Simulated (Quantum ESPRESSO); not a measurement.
Quantum ESPRESSO run on Fe (Im-3m, 1 atom in the cell): self-consistent single point.

Method of the run: PBE, PSlibrary PAW (PBE) pseudopotentials (plane waves; Quantum ESPRESSO).

```
CELL_PARAMETERS angstrom
     -1.43070     1.43070     1.43070
      1.43070    -1.43070     1.43070
      1.43070     1.43070    -1.43070
ATOMIC_POSITIONS crystal
  Fe 0.00000 0.00000 0.00000
```
Moments meant for the start (each program seeds them in its own way; μB, in the order of the atoms Fe): 2.5.

Reference input (self-consistent single point, DFT, PBE, plane waves, PSlibrary PAW (PBE) pseudopotentials): ecutwfc = 55 Ry; ecutrho = 330 Ry; occupations = smearing; smearing = gaussian; degauss = 0.0073499 Ry; nspin = 2; potentials = {Fe: Fe.pbe-n-kjpaw_psl.1.0.0.UPF}; K_POINTS = automatic 8 8 8 0 0 0; conv_thr = 1e-10 Ry; mixing_beta = 0.4. This run's input differs from it in these lines:

```diff
@@ -12,4 +12,4 @@
    ntyp = 1
-   ecutwfc = 55
-   ecutrho = 330
+   ecutwfc = 25
+   ecutrho = 150
    occupations = 'smearing'
```

Log, with long lists cut:

```
     Self-consistent Calculation

     iteration #  1     ecut=    25.00 Ry     beta= 0.40

     total energy              =    -141.64649790 Ry
     estimated scf accuracy    <       0.13703244 Ry

     total magnetization       =     2.01 Bohr mag/cell
     absolute magnetization    =     2.01 Bohr mag/cell

     iteration #  2     ecut=    25.00 Ry     beta= 0.40

     total energy              =    -141.68654517 Ry
     estimated scf accuracy    <       0.01892041 Ry

     total magnetization       =     2.19 Bohr mag/cell
     absolute magnetization    =     2.19 Bohr mag/cell

     iteration #  3     ecut=    25.00 Ry     beta= 0.40

   [... lines left out ...]

   [... 95 blocks of this kind left out ...]

     iteration # 99     ecut=    25.00 Ry     beta= 0.40

     total energy              =    -141.69738851 Ry
     estimated scf accuracy    <       0.00033715 Ry

     total magnetization       =     2.00 Bohr mag/cell
     absolute magnetization    =     2.11 Bohr mag/cell

     iteration #100     ecut=    25.00 Ry     beta= 0.40

     total energy              =    -141.69746626 Ry
     estimated scf accuracy    <       0.00006354 Ry

     total magnetization       =     2.02 Bohr mag/cell
     absolute magnetization    =     2.13 Bohr mag/cell
     End of self-consistent calculation

     convergence NOT achieved after 100 iterations: stopping

   JOB DONE.
```

The run ended unconverged after 100 iterations. 

The starting cell has typed, rounded lattice constants, without a prior relaxation at this level. Its lattice was rescaled by up to half a per cent.

Cost on one core of a shared machine: roughly 90 s.
